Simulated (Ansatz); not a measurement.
Start from GaSb in the zinc blende structure (space group F-43m, No. 216; a = 6.049 Å). Axes: x, y, z lie along the cube axes.

Calculations: Kohn–Sham DFT with the LDA functional, run in Ansatz (a program for electronic structure) with PAW and 420 eV plane waves, no SOC.

One thing is altered: compressive biaxial strain of 1.67 % in the plane normal to [111], as in epitaxy on a mismatched substrate; the out-of-plane cell vector and the atoms relax.

### Question
Estimate the effect on the out-of-plane strain and in-plane stress.

### Answer
The out-of-plane strain is +0.84 %; the mean in-plane stress (compression positive) is +2.3 GPa.

Whether these cells are dynamically stable was not tested.
